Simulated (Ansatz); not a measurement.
**Point defect P on the Si site + P on the Si site in silicon**

Method: PBE, PAW (plane waves to 420 eV; Ansatz, a quantum-chemistry and plane-wave program). The supercell holds 64 host sites (2×2×2 repeats of the unit cell), with a 2×2×2 shifted k-point sampling for the final energies. Sites at the start: the Si site; Si 2.37 Å away. Finite-size correction: monopole term and site-potential alignment. Dielectric constants: PBE linear response of the host. Host gap at this level: 0.61 eV. A cell of this size leaves errors of a few tenths of an eV. PBE underestimates the host's gap, which shifts levels and can delocalise carriers. Spin–orbit coupling is left out. Each state is the lowest found from its start.

Formation energies E_f are given with the Fermi level at the valence-band maximum. Chemical conditions: impurity bounded by its compound with the host (Δμ(Si) = 0.00 eV, Δμ(P) = -0.23 eV, bounded by SiP2 (Pbam); only phases computed here count, gases as isolated molecules at 0 K). Reference phases: P: black phosphorus, Si: silicon.

| charge | moment (μB) | point group | largest move off a lattice site (Å) | image correction with alignment (eV) | E_f, impurity bounded by its compound with the host (eV) |
|---|---|---|---|---|---|
| +2† | not spin-polarised | – | 0.03 | 0.55 | – |
| +1† | fractional | – | 0.12 | 0.14 | – |
| 0 | not spin-polarised | D3d | 0.25 | 0.00 | 1.05 |

† Not settled in this cell, so no level is given: charge +2: level within 0.1 eV of a band edge or past it; charge +1: fractional moment, a level filled in part.

Point groups are those of the whole cell at tolerances of 0.03 and 0.1 Å ("near" where only the looser one holds); none is given for unsettled states.

Starting moments that weren't kept: charge +1 began with 1 μB and ended with 0.5.

All states together cost very roughly 40 core-minutes.
